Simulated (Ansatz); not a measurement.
Structures of equal composition on the (111) surface of fcc Al: a layer of Ir in place of the second plane; a layer of Ir in place of the third plane. The slabs share one bottom face, and each structure is named by its start. These are constructed structures in small cells; real faces may alloy, dewet or reconstruct in larger ones, and not all known structures of the face are among them. Slabs of about 12 Å, Fermi-Dirac smearing of 0.1 eV. Bottom of the slabs: a bare face, its two planes held. Relaxed from the named starts with such symmetry as they have, on meshes of like density; energies extrapolated to zero smearing; spin only where a row says so; no spin-orbit coupling, no U. Brackets mark spin-polarised runs, whose order is one that fits the cell.

Level of theory: PBE (plane waves to 420 eV, PAW; Ansatz, an electronic-structure program).

### Question
Order them by energy per 1x1 cell (lowest first) at the level PBE.

### Answer
a layer of Ir in place of the third plane (0.000 eV), a layer of Ir in place of the second plane (0.226 eV)
